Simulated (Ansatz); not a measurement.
# Evanescent states of SnO2 (P4_2/mnm, rutile, 6 atoms a cell, 12.1 Å³ an atom) along the normal of (110)

Computed with r2SCAN (plane waves, PAW; Ansatz, a quantum-chemistry and plane-wave program).

The gap is the functional's own, uncorrected, and κ follows it; spin-orbit coupling is left out. Mid-gap means the computed energy nearest the middle.

Energies count from the valence-band top; κ is the least over a 10×6 mesh across the current.

```json
[
 {"E (eV)": "0.05", "κ (1/Å)": "0.130", "where": "Γ"},
 {"E (eV)": "0.15", "κ (1/Å)": "0.199", "where": "Γ"},
 {"E (eV)": "0.25", "κ (1/Å)": "0.202", "where": "Γ"},
 {"E (eV)": "0.35", "κ (1/Å)": "0.203", "where": "Γ"},
 {"E (eV)": "0.45", "κ (1/Å)": "0.203", "where": "Γ"},
 {"E (eV)": "0.55", "κ (1/Å)": "0.202", "where": "Γ"},
 {"E (eV)": "0.65", "κ (1/Å)": "0.199", "where": "Γ"},
 {"E (eV)": "0.75", "κ (1/Å)": "…", "where": "Γ"},
 {"E (eV)": "0.85", "κ (1/Å)": "…", "where": "Γ"},
 {"E (eV)": "0.95", "κ (1/Å)": "…", "where": "Γ"},
 {"E (eV)": "1.05", "κ (1/Å)": "…", "where": "Γ"},
 {"E (eV)": "1.15", "κ (1/Å)": "…", "where": "Γ"},
 {"E (eV)": "1.25", "κ (1/Å)": "…", "where": "Γ"},
 {"E (eV)": "1.35", "κ (1/Å)": "0.138", "where": "Γ"},
 {"E (eV)": "1.45", "κ (1/Å)": "0.120", "where": "Γ"},
 {"E (eV)": "1.55", "κ (1/Å)": "0.096", "where": "Γ"},
 {"E (eV)": "1.65", "κ (1/Å)": "0.062", "where": "Γ"}
]
```

Task: What belongs in the gaps?

Result: 
- 0.75, κ (1/Å): 0.195
- 0.85, κ (1/Å): 0.190
- 0.95, κ (1/Å): 0.183
- 1.05, κ (1/Å): 0.174
- 1.15, κ (1/Å): 0.164
- 1.25, κ (1/Å): 0.152
